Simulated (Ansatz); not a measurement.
Take BaZrO$_{3}$ in the cubic perovskite structure (space group Pm-3m, No. 221; a = 4.227 Å) as the base.

Computed with PBE (Ansatz, a first-principles code, PAW, no spin-orbit coupling).

Base values:

The width of the top valence band is 0.87 eV, the gap character is indirect, R → Γ and the lattice parameter a is 4.227 Å. The band gap comes out as 3.18 eV and the electron mass comes out as 0.36, 0.36, 2.8 mₑ (at Γ).

Now apply this change: full substitution Zr → Hf; the structure is relaxed again.

Tabulated Pauling electronegativity and covalent radius: Zr 1.33, 1.75 Å; Hf 1.30, 1.75 Å.

Problem. What happens to the width of the top valence band?

Solution. The width of the top valence band shrinks by 0.07 eV (0.87 eV → 0.80 eV).

Problem. What does the calculation give for the gap character after the change?

Solution. The gap character is still indirect, R → Γ.

Problem. What happens to the lattice parameter a?

Solution. The lattice parameter a drops by 0.021 Å to 4.206 Å.

Problem. Predict the new band gap.

Solution. The band gap rises by 0.44 eV, from 3.18 eV to 3.62 eV.

Problem. What happens to the electron mass?

Solution. The electron mass (degenerate bands, along [100]) changes from 0.36, 0.36, 2.8 mₑ (at Γ) to 0.35, 0.35, 2.3 mₑ (at Γ).

With Hf present, leaving out spin-orbit coupling can change the band edges. Effective masses come from finite differences of ±0.01 Å⁻¹. Stability against distortions was not tested.
